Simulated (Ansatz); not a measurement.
**A computed series for Ru: pressure series**

The reference is Ru in the hcp (Mg type) structure (space group P6_3/mmc, No. 194; a = 2.722 Å, c = 4.291 Å).

Cell and atoms are relaxed at each pressure.

All numbers come from Ansatz (an electronic-structure program), PBE, PAW, cutoff 420 eV, no spin-orbit coupling.

| case | lattice parameter a | c/a ratio |
|---|---|---|
| base | 5.144 bohr | 1.576 |
| pressure −2 GPa | ___ | 1.576 |
| pressure −1 GPa | 5.150 bohr | 1.576 |
| pressure 0.9 GPa | 5.139 bohr | 1.576 |
| pressure 2.1 GPa | ___ | 1.577 |
| pressure 4.5 GPa | 5.119 bohr | 1.577 |
| pressure 9 GPa | 5.096 bohr | 1.578 |
| pressure 15 GPa | ___ | ___ |
| pressure 22.5 GPa | 5.034 bohr | 1.581 |
| pressure 30 GPa | 5.004 bohr | 1.582 |

Question: Complete the table.

Answer: 
- pressure −2 GPa, lattice parameter a: 5.156 bohr
- pressure 2.1 GPa, lattice parameter a: 5.132 bohr
- pressure 15 GPa, lattice parameter a: 5.067 bohr
- pressure 15 GPa, c/a ratio: 1.579

Load acts through the strain it causes; cell and atoms are relaxed under it. No phonon test of stability was made. No other phases were tried under pressure. The final runs are not spin-polarised.
